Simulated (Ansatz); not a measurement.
Start from AlN in the wurtzite structure (space group P6_3mc, No. 186; a = 3.114 Å, c = 4.983 Å). Axes: x lies along a and z along c of the hexagonal cell.

Method: plane-wave PAW DFT at the PBEsol level (Ansatz, a quantum-chemistry and plane-wave program, 420 eV), without spin-orbit coupling.

For the base:

The band gap is 4.09 eV and the valence-band top at Γ is 0.00, -0.22, -0.22 eV. The width of the top valence band is 2.41 eV.

It is then changed as follows: uniaxial strain ε_zz = −2.40 %, all other strain components held at zero; the atoms relax in the strained cell.

Predict the new stress.

The stress (xx, yy, zz, yz, xz, xy; compression positive) is (2.91, 2.91, 8.36, 0.00, 0.00, 0.00) GPa.

Predict the new band gap.

The band gap rises by 0.064 eV, from 4.09 eV to 4.16 eV.

What does the calculation give for the valence-band top at Γ after the change?

The valence-band top at Γ (three highest levels, from the VBM) becomes 0.00, -0.45, -0.45 eV (base: 0.00, -0.22, -0.22 eV).

How does this affect the width of the top valence band?

The width of the top valence band goes up by 0.18 eV (2.41 eV → 2.59 eV).

No phonon test of stability was made.
